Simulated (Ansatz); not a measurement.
Consider PbTe in the rock salt structure (space group Fm-3m, No. 225; a = 6.5343 Å).

Computed with plane-wave PAW DFT at the r2SCAN level (Ansatz, an electronic-structure program, 500 eV), without spin-orbit coupling.

Base values:

| Quantity | Result |
|---|---|
| Gap character | direct at L |
| Band gap | 1.09 eV |

Perturbation: cell and atoms relaxed at a pressure of 4.5 GPa.

Task: Predict the new gap character and band gap.

Result: The gap character remains direct at L; the band gap falls by 0.21 eV to 0.88 eV.

With Pb and Te present, leaving out spin-orbit coupling can change the band edges. Load acts through the strain it causes; cell and atoms are relaxed under it. No phonon test of stability was made.
